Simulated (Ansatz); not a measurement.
The parent structure is GaAs in the zinc blende structure (space group F-43m, No. 216; a = 5.6590 Å). Axes: x, y, z lie along the cube axes.

The values are results of PBEsol/PAW in Ansatz (an electronic-structure program), no SOC, not measurements.

For the base:

| Quantity | Result |
|---|---|
| Band gap | 0.42 eV |
| Gap character | direct at Γ |

One thing is altered: biaxial strain +2.00 %, plane normal [001], relaxed out of plane (Cartesian); in-plane vectors clamped, the third vector and the atoms free.

Problem. Predict the new energy relative to the base.

Solution. The energy goes up by 6.1 meV/atom.

Problem. Estimate the effect on the band gap.

Solution. The band gap falls by 0.30 eV (0.42 eV → 0.12 eV).

Problem. Predict the new gap character.

Solution. The gap character stays direct at Γ.

Problem. What does the calculation give for the ratio −ε⊥/ε∥ after the change?

Solution. The ratio −ε⊥/ε∥ comes out as 0.91.

Whether these cells are dynamically stable was not tested. A zero or small gap of GaAs under biaxial strain +2.00 %, plane normal [001], relaxed out of plane can be the functional's error rather than a property of the material. Labels are those of the standard path for the cell's own space group.
